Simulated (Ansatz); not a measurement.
Pt: response to strain

Base system: Pt in the fcc (Cu type) structure (space group Fm-3m, No. 225; relaxed with 0.1 eV smearing).

```yaml
crystal:
  lattice:
    - [0.00000, 1.97076, 1.97076]
    - [1.97076, 0.00000, 1.97076]
    - [1.97076, 1.97076, 0.00000]
  atoms:
    - { symbol: Pt, position: [0.00000, 0.00000, 0.00000] }
```

Cartesian axes are those of the cell as printed.

Strains are applied to the cell and any free atomic positions relax; under stress the whole cell relaxes.

Computed with Kohn–Sham DFT with the r2SCAN functional, run in Ansatz (a quantum-chemistry and plane-wave program) with PAW and 500 eV plane waves, no spin-orbit coupling, earlier PAW set.

Candidates:
(a) tensor shear ε_xy = −2.29 %
(b) isotropic strain +1.49 %
(c) uniaxial stress, 0.5 GPa tension along x
(d) isotropic strain −2.08 %

Notes on the quantities. energy relative to the base: free energy F.

### Question
Order them by energy relative to the base, highest first.

### Answer
(d) isotropic strain −2.08 % (+55 meV/atom), (b) isotropic strain +1.49 % (+24 meV/atom), (a) tensor shear ε_xy = −2.29 % (+7.4 meV/atom), (c) uniaxial stress, 0.5 GPa tension along x (+0.1 meV/atom)

Stability under load was not tested beyond the relaxation. The final runs are not spin-polarised. Pt lies near a magnetic instability that expansion can trigger; it was not tested.
